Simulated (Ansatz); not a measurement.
AlB2-type MgB₂: PBE at its full settings (plane-wave cutoff 520 eV, 24×24×16 k mesh (along the axes of the cell as run), Fermi–Dirac smearing 0.05 eV, scalar-relativistic PAW data made under PBE) and at cheaper ones, in a cell of 3 atoms with Γ-centred meshes.

```
level and setting                              lattice parameter a (Å)  c axis length (Å)  bulk modulus B0 (GPa)
---------------------------------------------  -----------------------  -----------------  ---------------------
PBE (Ansatz)                                                     3.075              3.524                    143
PBE (250 eV cutoff) (Ansatz)                                     3.075              3.535                    140
PBE (300 eV cutoff) (Ansatz)                                     3.075              3.524                    143
PBE (Γ point alone) (Ansatz)                                     2.770              6.499                   55.1
PBE (2×2×2 k mesh) (Ansatz)                                      3.033              3.649                    142
PBE (4×4×4 k mesh) (Ansatz)                                      3.059              3.554                    144
PBE (4×4×4 k mesh and 300 eV cutoff) (Ansatz)                    3.057              3.558                    146
PBE (6×6×6 k mesh) (Ansatz)                                      3.082              3.504                    144
PBE (Fermi-Dirac smearing of 0.3 eV) (Ansatz)                    3.077              3.527                    142
```

Largest shifts from the full settings: lattice constant a -9.92 % (PBE (Γ point alone)), against a difference of -0.26 % of the full result from the reference 3.083 Å (measured, 300 K, no zero-point or thermal correction; as tabulated in Loa et al. (2002), arXiv:cond-mat/0206051); lattice parameter c +84 % (PBE (Γ point alone)), against a difference of +0.09 % of the full result from the reference 3.521 Å (measured, 300 K, no zero-point or thermal correction; as tabulated in Loa et al. (2002), arXiv:cond-mat/0206051); bulk modulus -61 % (PBE (Γ point alone)), against a difference of -5.3 % of the full result from the reference 151 ± 5 GPa (measured, room temperature, no zero-point or thermal correction, B' fixed at 4, sources range from 147 to 151; as tabulated in Vogt et al. (2001), arXiv:cond-mat/0102480).

Ansatz's density-functional and Hartree–Fock values are scalar-relativistic unless marked +SOC, with PAW data made under PBE.

Run with cheap settings on purpose, which may leave them unconverged: PBE (250 eV cutoff), PBE (2×2×2 k mesh), PBE (300 eV cutoff), PBE (4×4×4 k mesh and 300 eV cutoff), PBE (4×4×4 k mesh), PBE (6×6×6 k mesh), PBE (Fermi-Dirac smearing of 0.3 eV), PBE (Γ point alone).

Ansatz is a program for electronic structure.
